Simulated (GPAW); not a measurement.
Input and output of a self-consistent single point for HfNi (P1, 4 atoms in the cell) (GPAW).

Method of the run: LDA (Perdew-Wang 92), GPAW PAW datasets LDA (gpaw-data 1.0.1) (plane waves; GPAW).

```yaml
crystal:
  lattice:
    - [1.60093, -4.91694, 0.00000]
    - [1.60093, 4.91694, 0.00000]
    - [0.00000, 0.00000, 4.03489]
  atoms:
    - { symbol: Hf, position: [0.85959, 0.13978, 0.74521] }
    - { symbol: Hf, position: [0.14608, 0.86198, 0.24918] }
    - { symbol: Ni, position: [0.57669, 0.40886, 0.75596] }
    - { symbol: Ni, position: [0.41764, 0.58938, 0.24965] }
```

Reference input (self-consistent single point, DFT PBEsol, plane waves, GPAW PAW datasets PBEsol (made by gpaw-setup)): mode = pw; ecut = 850 eV; xc = PBEsol; kpts = 6 6 5; mesh shift (steps) = 0 0 0; occupations.name = fermi-dirac; occupations.width = 0.1 eV; nbands = -12; symmetry.symmorphic = false; symmetry.tolerance = 0.0005; maxiter = 120. This run's input differs from it in these lines:

```diff
@@ -15,3 +15,3 @@
 calc = GPAW(mode=PW(850),
-            xc='PBEsol',
+            xc='LDA',
             kpts={'size': (6, 6, 5), 'gamma': True},
```

Its files differ too (potentials: GPAW PAW datasets LDA (gpaw-data 1.0.1)).

Output (repeated stretches shortened):

```
     iter     time        total  log10-change:
                         energy   eigst   dens
iter:   1 --:--:--   -38.097906
iter:   2 --:--:--   -36.851380   -0.45  -1.37
iter:   3 --:--:--   -36.105343   -0.94  -1.42
iter:   4 --:--:--   -36.805953   -1.30  -1.52
iter:   5 --:--:--   -35.754997   -0.99  -1.58
   [... 2 lines left out ...]
iter:   8 --:--:--   -35.930253   -2.14  -2.19
iter:   9 --:--:--   -35.851296   -1.76  -1.93
iter:  10 --:--:--   -35.711465   -2.92  -2.09
iter:  11 --:--:--   -35.706066   -3.62  -2.81
iter:  12 --:--:--   -35.705864c  -4.93  -3.28
iter:  13 --:--:--   -35.705812c  -5.88  -3.39
iter:  14 --:--:--   -35.705726c  -5.26  -3.42
iter:  15 --:--:--   -35.705673c  -5.84  -3.81
iter:  16 --:--:--   -35.705658c  -6.45  -3.98
iter:  17 --:--:--   -35.705652c  -7.03  -4.11c
iter:  18 --:--:--   -35.705641c  -6.86  -4.20c
iter:  19 --:--:--   -35.705636c  -7.01  -4.37c
iter:  20 --:--:--   -35.705636c  -8.16c -4.45c
Converged after 20 iterations.

Dipole moment: (-0.003386, -0.004256, -0.048541) |e|*Ang

Energy contributions relative to reference atoms: (reference = -901883.848716)

Kinetic:        +15.323459
Potential:      -13.231374
External:        +0.000000
XC:             -37.027817
Entropy (-ST):   -0.082597
Local:           -0.728606
SIC:             +0.000000
--------------------------
Free energy:    -35.746934
Extrapolated:   -35.705636

Showing only first 2 kpts
 Kpt  Band  Eigenvalues  Occupancy
  0    26      9.25808    1.97505
  0    27     10.17017    0.01716
  0    28     10.48123    0.00077
  0    29     11.04737    0.00000

  1    26      9.25359    1.97613
  1    27      9.71186    0.91696
  1    28     10.33029    0.00348
  1    29     10.66999    0.00012

Fermi level: 9.69521

No gap
No difference between direct/indirect transitions
Energy (eV): -35.705636

Forces in eV/Ang:
  0 Hf    0.00753   -0.17479    0.14631
  1 Hf   -0.12655    0.31813    0.06857
  2 Ni    0.17673    0.09213   -0.20246
  3 Ni   -0.05751   -0.23604   -0.01331

Stress tensor:
     0.034934    -0.000136     0.000182
    -0.000136     0.049028    -0.000069
     0.000182    -0.000069     0.041008
Stress (GPa, Voigt): [ 5.597   7.8552  6.5702 -0.0111  0.0292 -0.0218]
```

The run converged in 20 iterations. GPAW prints stress with tension positive. Against the reference run the pressure goes from -1.00 to -6.67 GPa and the largest force goes from 0.314 to 0.349 eV/Å.

The starting cell comes from a database of computed structures (which also holds hypothetical and non-ambient phases and stackings), without a prior relaxation at this level. Its atoms were displaced at random from the sites of space group no. 63. Spin polarisation is off. With a pressure of about -7 GPa the cell is away from its equilibrium volume at this level.

Cost on one core of a shared machine: roughly 4 min.
